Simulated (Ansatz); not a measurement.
# AlN: isotropic strain +3.00 %

Start from AlN in the wurtzite structure (space group P6_3mc, No. 186; a = 3.089 Å, c = 4.943 Å).

It is then changed as follows: every lattice vector is stretched by 3.00 %, atoms relaxed at fixed cell.

Calculations: Ansatz (a quantum-chemistry and plane-wave program) LDA, spin-orbit coupling left out. Γ-centred 12×12×7 mesh, Fermi–Dirac width 0.05 eV.

Volume per atom: 11.16 Å³ (base 10.21 Å³)
Space group: P6_3mc (No. 186) (base P6_3mc (No. 186))
Shortest interatomic distance: 1.934 Å (base 1.876 Å)
Energy relative to the base (free energy F): +50 meV/atom
Pressure (mean of the normal stresses, compression positive): -15.73 GPa (base -0.01 GPa)
Band gap: 3.65 eV (base 4.42 eV)
Gap character: direct at Γ (base direct at Γ)
Mean gap deformation potential ΔEg/Δln V: -8.6 eV
Width of the top valence band: 2.29 eV (base 2.44 eV)
Valence-band top at Γ (three highest levels, from the VBM): 0.00, -0.19, -0.19 eV (base 0.00, -0.23, -0.23 eV)

Final structure:

```
AlN
1.0
    3.18144     0.00000     0.00000
   -1.59072     2.75521     0.00000
    0.00000     0.00000     5.09156
Al N
2 2
Direct
  0.33333   0.66667   0.00034
  0.66667   0.33333   0.50034
  0.33333   0.66667   0.38166
  0.66667   0.33333   0.88166
```

No phonon test of stability was made.
